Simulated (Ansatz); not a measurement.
Structures of equal composition on the (110) surface of bcc Nb: a layer of Cu in place of the second plane; a layer of Cu in place of the third plane. The slabs share one bottom face, and each structure is named by its start. These are constructed structures in small cells; real faces may alloy, dewet or reconstruct in larger ones, and not all known structures of the face are among them. Slabs of about 12 Å with all that they carry, Fermi-Dirac smearing of 0.1 eV. Bottom of the slabs: a bare face, its two planes held. Relaxed from the named starts with such symmetry as they have, on meshes of like density; energies extrapolated to zero smearing; no spin-orbit coupling, no U. Spin-polarised runs, if any, are marked in brackets, and their order is one that fits the cell; the others ran without spin.

Calculation: PBE (plane waves to 420 eV, PAW; Ansatz, a quantum-chemistry and plane-wave program).

Problem. Order them by energy per 1x1 cell (lowest first) at the level PBE.

Solution. a layer of Cu in place of the third plane (0.000 eV), a layer of Cu in place of the second plane (0.391 eV)
